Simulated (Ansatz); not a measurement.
Levels about the gap of amorphous Si₂₄O₂₄S₂₄ (72 atoms in a cell of 1445 Å³, 2.10 g/cm³; zone centre alone, so wide bands show as single levels with stretches between that a denser mesh fills), at the geometry that PBE relaxed, where it gives 1.7 GPa on a denser mesh. The participation number counts the atoms over which a state spreads; weights are charges in smoothed Voronoi cells. The levels come from a single point, so bond lengths are those of that geometry. Method of the levels: PBE, scalar-relativistic without spin-orbit coupling (Ansatz, a quantum-chemistry and plane-wave program). Sampling: the zone centre alone; Fermi-Dirac width 0.02 eV; no spin polarisation. At PBE the levels at the filled edge of the gap are localised (band-tail or defect states), and the nearest spread-out levels lie 2.3 eV apart at the zone centre.

The cell was made by melting and quenching with the CHGNet potential and then relaxed with DFT. O atoms were pushed apart under 1.9 Å during the dynamics, to hinder bonds among them. The hot cell started wider than the set density and was brought back towards it in steps. It is the lowest in DFT energy of 2 quenches. It is a model cell: composition and starting density were chosen by hand, and all elements were melted together. No dispersion term was used. Its density started from a set value of 2.10 and ended at 2.10 g/cm³. The simulated quench (nominally 400 K/ps over its main leg) is rapid and tends to freeze in more defects than a deposited or slowly cooled glass has. Values belong to this one cell and scatter from quench to quench. The volume was held where the preparation left it, at a PBE pressure of 1.7 GPa. Stress components on the final sampling reach 2.5 GPa.

```json
[
 {"E - E(highest filled), eV": "-1.11", "filling": "filled", "participation number": "15.8", "largest on": "S, 2 neighbours", "weight S": "0.83", "weight Si": "0.09", "weight O": "0.08"},
 {"E - E(highest filled), eV": "-1.00", "filling": "filled", "participation number": "15.5", "largest on": "S, 2 neighbours", "weight S": "0.76", "weight Si": "0.18", "weight O": "0.06"},
 {"E - E(highest filled), eV": "-0.92", "filling": "filled", "participation number": "14.9", "largest on": "S, 2 neighbours", "weight S": "0.85", "weight Si": "0.10", "weight O": "0.05"},
 {"E - E(highest filled), eV": "-0.89", "filling": "filled", "participation number": "13.9", "largest on": "S, 2 neighbours", "weight S": "0.83", "weight Si": "0.12", "weight O": "0.06"},
 {"E - E(highest filled), eV": "-0.80", "filling": "filled", "participation number": "9.7", "largest on": "S, 2 neighbours", "weight S": "0.81", "weight Si": "0.11", "weight O": "0.08"},
 {"E - E(highest filled), eV": "-0.45", "filling": "filled", "participation number": "4.5", "largest on": "S, 2 neighbours", "weight S": "0.86", "weight Si": "0.11", "weight O": "0.03"},
 {"E - E(highest filled), eV": "0.00", "filling": "filled", "participation number": "5.3", "largest on": "Si, 3 neighbours", "weight S": "0.41", "weight Si": "0.55", "weight O": "0.04"},
 {"E - E(highest filled), eV": "1.52", "filling": "empty", "participation number": "12.0", "largest on": "Si, 3 neighbours", "weight S": "0.48", "weight Si": "0.46", "weight O": "0.06"},
 {"E - E(highest filled), eV": "1.84", "filling": "empty", "participation number": "14.1", "largest on": "Si, 3 neighbours", "weight S": "0.43", "weight Si": "0.48", "weight O": "0.09"},
 {"E - E(highest filled), eV": "2.03", "filling": "empty", "participation number": "6.5", "largest on": "S, 2 neighbours", "weight S": "0.77", "weight Si": "0.17", "weight O": "0.06"},
 {"E - E(highest filled), eV": "2.34", "filling": "empty", "participation number": "15.1", "largest on": "Si, 3 neighbours", "weight S": "0.50", "weight Si": "0.43", "weight O": "0.08"},
 {"E - E(highest filled), eV": "2.62", "filling": "empty", "participation number": "11.3", "largest on": "S, 2 neighbours", "weight S": "0.67", "weight Si": "0.28", "weight O": "0.06"},
 {"E - E(highest filled), eV": "2.67", "filling": "empty", "participation number": "25.7", "largest on": "S, 2 neighbours", "weight S": "0.54", "weight Si": "0.39", "weight O": "0.07"},
 {"E - E(highest filled), eV": "2.86", "filling": "empty", "participation number": "18.7", "largest on": "Si, 4 neighbours", "weight S": "0.52", "weight Si": "0.40", "weight O": "0.08"}
]
```

Most localised among these is the filled level at -0.45 eV, on a S atom, which has 2 neighbours (S 2.11 Å, Si 2.16 Å).
